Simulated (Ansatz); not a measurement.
**A computed series for hypothetical rutile HfS2: pressure series**

Take HfS$_{2}$ in the rutile structure (space group P4_2/mnm, No. 136; a = 6.024 Å, c = 3.652 Å; a hypothetical phase, not in the database extracts checked) as the base.

Cell and atoms are relaxed at each pressure.

Computed with PBEsol (Ansatz, an electronic-structure program), spin-orbit coupling left out, earlier PAW set.

Two rows of this table had their results exchanged by mistake.

```json
[
 {"pressure": "pressure −1 GPa", "volume per atom (Å³)": "22.32", "shortest distance (Å)": "2.497", "band gap": "0.29 eV"},
 {"pressure": "pressure 1.8 GPa", "volume per atom (Å³)": "21.69", "shortest distance (Å)": "2.481", "band gap": "0.21 eV"},
 {"pressure": "pressure 4.2 GPa", "volume per atom (Å³)": "21.23", "shortest distance (Å)": "2.468", "band gap": "0.15 eV"},
 {"pressure": "pressure 9 GPa", "volume per atom (Å³)": "20.42", "shortest distance (Å)": "2.443", "band gap": "zero"},
 {"pressure": "pressure 18 GPa", "volume per atom (Å³)": "19.24", "shortest distance (Å)": "2.404", "band gap": "zero"},
 {"pressure": "pressure 30 GPa", "volume per atom (Å³)": "15.99", "shortest distance (Å)": "2.248", "band gap": "zero"},
 {"pressure": "pressure 45 GPa", "volume per atom (Å³)": "16.88", "shortest distance (Å)": "2.294", "band gap": "zero"},
 {"pressure": "pressure 60 GPa", "volume per atom (Å³)": "18.03", "shortest distance (Å)": "2.352", "band gap": "zero"}
]
```

Q: Which two?

A: The rows for pressure 30 GPa and pressure 60 GPa: the volume has to fall steadily with pressure, so 18.03 Å³ belongs to pressure 30 GPa and 15.99 Å³ to pressure 60 GPa.

The mesh was chosen for an insulator and is coarse for the gapless case. With Hf present, leaving out spin-orbit coupling can change the band edges. Load acts through the strain it causes; cell and atoms are relaxed under it. No phonon test of stability was made. No other phases were tried under pressure. All final runs are without spin polarisation. Gaps under 0.05 eV, about the width of the smearing, are given as zero. A zero or small gap of HfS2 can be the functional's error rather than a property of the material.
